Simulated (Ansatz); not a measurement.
```
SnTe
1.0
    0.00000     3.05467     3.05467
    3.05467     0.00000     3.05467
    3.05467     3.05467     0.00000
Te Sn
1 1
Direct
  0.00000   0.00000   0.00000
  0.50000   0.50000   0.50000
```

The run noted for some of its cells that the k mesh resolves the field response roughly. The pressure is 5 GPa. The structure is held there; whether it is the stable one at that pressure was not tested.

Problem. By how much do the lattice constants and the volume change from 300 K to 800 K (quasi-harmonic approximation, Ansatz, a first-principles code, PBEsol functional, plane-wave PAW), and how far does the bulk modulus soften?

Solution. a by 0.61 %, the volume by 1.84 %; B_T goes from 64.2 to 55.9 GPa. The crystal is held in this phase throughout; melting and phase transitions are not modelled.
